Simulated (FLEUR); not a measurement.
# Tetragonal strain at fixed volume: fcc Rh (space group 225) (FLEUR, LDA)

```yaml
crystal:
  lattice:
    - [0.00000, 1.83115, 1.97565]
    - [1.83115, 0.00000, 1.97565]
    - [1.83115, 1.83115, 0.00000]
  atoms:
    - { symbol: Rh, position: [0.00000, 0.00000, 0.00000] }
```

Computed with LDA (Vosko-Wilk-Nusair), all-electron FLAPW (FLEUR), scalar-relativistic valence (FLEUR). Settings: Kmax = 5.02 1/bohr; GmaxXC = 15.1 1/bohr; xcFunctional = vwn; jspins = 1; l_soc = F; mode = hist; fermiSmearingEnergy = 0.00183747 Htr; mesh (inpgen div1-3) = 40 40 40; inpgen gamma flag = true; Gmax = 15.1 1/bohr; numbands = 0; maxIterBroyd = 25; imix = Anderson; alpha = 0.05; precondParam = 0; minDistance = 1e-05 me/bohr^3. The cell above is the first row's. The rows deform the cubic crystal at fixed volume: two cube axes by 1 + δ, the third by (1 + δ)⁻². E is the free energy at the stated smearing above the cubic cell, and y = E/δ². In all rows the k mesh is held.

```
δ (%)  y (meV/atom per %²)
-----  -------------------
-2.5                 7.283
-2.0                 7.227
-1.5                 7.160
-1.0                 7.084
1.0                  6.694
1.5                  6.587
2.0                  6.473
2.5                      ?
```

Fit y of the 7 rows that show it with a straight line. Means: δ -0.35714, y 6.9297. About the means, the sum of products is -3.6407 and the sum of squares of δ is 19.857; the slope is their ratio. Least squares gives y = 6.8642 - 0.18335·δ. Residuals (row less fit): -0.0396, -0.0039, 0.0208, 0.0364, 0.0131, -0.0022, -0.0245; standard error 0.0287 (degrees of freedom: 5). To second order E = 3(C11 - C12)·V·δ², so the intercept gives, with V = 13.249 Å^3/atom and δ in per cent, C11 - C12 = 6.8642 × 10⁴ × 0.160218 / (3 × 13.249) = 277 GPa. The slope measures the third-order term; a fourth-order term enters the intercept as a small bias.

### Question
Predict the withheld y at δ = 2.5 from the fit, and compare with the calculation.

### Answer
y = 6.8642 - 0.18335 × 2.5 = 6.4058 meV/atom per %². The calculation gives 6.352 meV/atom per %², 0.0538 meV/atom per %² below the prediction (5.8 % of the range of y in the table). The row lies outside the fitted rows, so this is an extrapolation. From the scatter of the fitted rows alone, a prediction at this place has a standard error of 0.0358 meV/atom per %², so the miss is 1.5 times that.

Carrying the step between the two nearest rows on in a straight line would have given 6.359, off by 0.007; series whose last step already gives the withheld value aren't shown. The reference cell has the volume at which an earlier scan in this program and functional put its minimum by a fit (its basis settings may differ). Spin polarisation is off. Values depend on the basis (sphere radii, cutoffs, local orbitals), which need not be converged. In metals such curves are sensitive to mesh and smearing. Cutoffs and mesh are single choices, not tested for convergence of this quantity. Series with a scatter that would blur these digits, or in which a gap closes, are not shown. Strain series were run only where this level's volume lies within 10 % of a first guess from the measured size.
